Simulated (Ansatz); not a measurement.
The reference is NbN in the rock salt structure (space group Fm-3m, No. 225; a = 4.3801 Å). Axes: x, y, z lie along the cube axes.

The values are results of Kohn–Sham DFT with the PBEsol functional, run in Ansatz (a program for electronic structure) with PAW and 420 eV plane waves, without spin-orbit coupling, not measurements.

Strains are applied to the cell and any free atomic positions relax.

One change was made to it. Results:

The pressure (mean of the normal stresses, compression positive) goes from zero to -3.3 GPa; the energy increases by 2.4 meV/atom; the shortest interatomic distance remains 2.190 Å.

Task: Name the change that was made.
A. isotropic strain +2.80 %
B. uniaxial strain ε_zz = +3.28 %
C. uniaxial strain ε_xx = +1.04 %

Result: C, uniaxial strain ε_xx = +1.04 %. For comparison, the energy relative to the base in the other runs: isotropic strain +2.80 % gives +70 meV/atom; uniaxial strain ε_zz = +3.28 % gives +22 meV/atom.

Without a gap, meshes like the base's 18×18×18 leave anisotropic stresses uncertain by several tenths of a GPa, and small strain energies with them. No phonon test of stability was made. The final runs are not spin-polarised.
